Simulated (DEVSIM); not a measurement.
Structure: abrupt Si n-p junction, at 250 K.

Layer 1 from the left is Si, thickness (μm) 0.240, Nd (cm⁻³) 1.6e17, τn (s) 3.7e-7, τp (s) 3.7e-7. Layer 2 from the left is Si, thickness (μm) 9.20, Na (cm⁻³) 8.4e16, τn (s) 3.7e-7, τp (s) 3.7e-7.

Left contact: ohmic. Right contact: ohmic. Voltage is applied to the left contact. Recombination: SRH at mid-gap, radiative, Auger. Mobility is μmin + (μ − μmin)/(1 + (N/Nref)^α).

The device is made up for the run: typed textbook-type constants, with dimensions and the other settings drawn at random. Values at 300 K; Nc and Nv go as T^1.5, mobilities as T to minus their exponent, the gap by Varshni's rule with the affinity fixed.

Si: gap (eV) 1.124, affinity (eV) 4.05, permittivity 11.7, Nc (cm⁻³) 2.86e19, Nv (cm⁻³) 3.1e19, μn (cm²/Vs) 1417, μp (cm²/Vs) 470, μn,min 52, μp,min 45, Nref,n 9.7e16, Nref,p 2.2e17, αn 0.68, αp 0.72, T exponent of μn 2.3, T exponent of μp 2.2, B (cm³/s) 4.7e-15, Cn (cm⁶/s) 2.8e-31, Cp (cm⁶/s) 9.9e-32, Varshni α (eV/K) 0.000473, Varshni β (K) 636.

Q: Estimate by hand the built-in potential, the peak field at zero bias, the capacitance at 1 V, and compare with a numerical solution.

A: 
- Built-in potential: ni = √(Nc Nv) exp(−Eg/2kT) = 8.01e7 cm⁻³ with Eg = 1.136 eV; Vbi = kT/q ln(Na Nd/ni²) = 0.909 V; numerical 0.909 V.
- Peak field at zero bias: depletion approximation: W = √(2εVbi/(qN)) = 0.146 μm with N = 5.51e16 cm⁻³; field = 2Vbi/W = 124000 V/cm; numerical 121000 V/cm (estimate above by 2.4 %).
- Capacitance at 1 V: C = √(qεN / 2(Vbi + |V|)) = 48.9 nF/cm²; numerical 49.5 nF/cm² (estimate below by 1.2 %).

Simulated with DEVSIM: 1D drift-diffusion, Boltzmann statistics, complete ionisation; no tunnelling, impact ionisation, image-force lowering or self-heating.
